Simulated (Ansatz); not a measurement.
Consider this model of amorphous Si$_{27}$N$_{40}$B$_{4}$.

```xyz
71
Lattice="9.1459 0.4772 -0.1789 0.4772 9.4102 0.1834 -0.1789 0.1834 9.1265" Properties=species:S:1:pos:R:3 pbc="T T T"
Si     7.5146     6.1190     1.7871
Si     8.9244     9.2596     6.1427
Si     8.3583     4.2767     8.0906
Si     3.9545     4.2491     6.8539
Si     5.3576     3.5543     4.4773
Si     7.4945     1.5388     3.5961
Si     1.0786     1.1232     4.2342
Si     3.4965     5.7052     2.9849
Si     5.4608     8.5352     7.1013
Si     0.2294     0.4560     1.4119
Si     0.5158     7.3112     9.1672
Si     9.0497     6.6275     6.2164
Si     6.8782     8.0200     4.3342
Si     1.2029     3.3085     6.0750
Si     4.9259     6.0896     0.0457
Si     4.3182     6.5584     5.1029
Si     1.2670     5.0928     1.1701
Si     0.7223     4.5317     3.9917
Si     7.5688     9.4341     8.8549
Si     3.9812     1.8236     2.3334
Si     4.1240     3.8088     0.8526
Si     2.6896     6.8946     7.6501
Si     6.2006     2.2085     7.1525
Si     6.1499     9.0429     2.1825
Si     3.6712     1.6235     5.5432
Si     6.8865     2.8397     1.1080
Si     3.2531     8.9137     3.5248
N      9.0200     6.5551     0.9592
N      6.9879     3.1852     8.5079
N      7.7873     1.0859     7.2782
N      6.9573     3.1695     3.9715
N      8.0355     5.8779     7.4387
N      8.3224     7.8595     5.2683
N      6.8753     9.6547     3.7210
N      0.7544     3.6980     0.3115
N      9.2606     9.0237     0.5106
N      4.9566     0.9199     6.6557
N      1.0204     2.8318     4.3977
N      4.1911     7.6946     8.1405
N      7.0808     8.2020     7.7268
N      5.5365     7.7073     5.5252
N      4.2372     5.4551     1.5038
N      4.6412     5.1062     4.1912
N      1.3178     0.2548     2.7227
N      0.8860     7.5848     7.2749
N      5.4452     3.5047     6.2245
N      4.2562     4.6747     8.4590
N      6.5739     6.2933     0.2066
N      4.4676     9.5006     2.4703
N      3.3764     5.8797     6.3870
N      8.7576     1.0180     4.7386
N      1.8915     5.0389     2.7937
N      9.1063     3.2287     6.9223
N      2.8472     2.9352     6.4904
N      0.6933     1.4728     9.1329
N      6.5512     9.7347     0.7147
N      7.2318     4.3742     1.7622
N      0.9076     4.9829     5.6958
N      1.9370     6.3608     9.1454
N      8.2828     5.4716     3.4567
N      2.5449     0.4127     4.9265
N      6.6116     7.3962     2.7011
N      3.3656     7.2357     3.7938
N      4.2158     2.3249     4.0252
N      5.2309     2.6807     1.5241
N      2.8174     2.6613     1.2189
N      8.0850     1.8218     1.9639
B      7.1773     6.7982     8.1883
B      8.9708     2.0441     7.7784
B      7.5239     4.2649     3.1455
B      1.5556     2.5268     0.4914
```

Computed with PBE, scalar-relativistic without spin-orbit coupling (plane waves to 420 eV, PAW; Ansatz, a first-principles code).

The cell was made by melting and quenching with the CHGNet potential and then relaxed with DFT. N atoms were pushed apart under 1.9 Å during the dynamics, to hinder bonds among them. The hot cell started wider than the set density and was brought back towards it in steps. It is the lowest in DFT energy of 2 quenches. It is a model cell: composition and starting density were chosen by hand, and all elements were melted together. No dispersion term was used. Its density started from a set value of 2.89 and ended at 2.89 g/cm³. The simulated quench (nominally 450 K/ps over its main leg) is rapid and tends to freeze in more defects than a deposited or slowly cooled glass has. Values belong to this one cell and scatter from quench to quench. The volume was held where the preparation left it and the shape relaxed, at a PBE pressure of 1.1 GPa. Stress components on the final sampling reach 1.1 GPa.

Neighbours within Si-Si 2.60 Å, Si-N 2.12 Å, Si-B 2.28 Å, N-N 1.70 Å, N-B 1.86 Å, B-B 1.97 Å count as bonded. Two cations that share two anions don't count as bonded, nor two that share one unless they lie closer than Si-Si 2.38 Å, Si-B 2.09 Å, B-B 1.80 Å.

**Question.** Give the coordination numbers, mean bond lengths and angles.

**Answer.** 
```json
{
  "Mean coordination of Si by anions": "4.04 (26 with 4, 1 with 5)",
  "Mean coordination of N": "3.02 (1 with 2, 37 with 3, 2 with 4)",
  "Mean coordination of B by anions": "3.00 (4 with 3)",
  "Mean Si-N bond": "1.766 Å (spread 0.064 Å, 109 counted)",
  "Mean N-B bond": "1.471 Å (spread 0.046 Å, 12 counted)",
  "Bond angle at Si": "mean 109.3°, spread 13.7°",
  "Bond angle at N": "mean 116.7°, spread 17.0°",
  "Bond angle at B": "mean 119.9°, spread 8.3°"
}
```

**Question.** Which atoms depart from the most common coordination of their element?

**Answer.** Si1 has 5 (N57 1.77 Å, N28 1.77 Å, N62 1.81 Å, N48 1.85 Å, N60 1.95 Å); N30 has 4 (B69 1.60 Å, Si19 1.88 Å, Si2 1.92 Å, Si23 1.95 Å); N45 has 4 (Si2 1.89 Å, Si11 1.95 Å, Si12 1.95 Å, Si22 1.97 Å); N56 has 2 (Si19 1.62 Å, Si24 1.67 Å).

**Question.** List the pairs of like atoms that count as bonded by the rules above.

**Answer.** There are none by these rules.
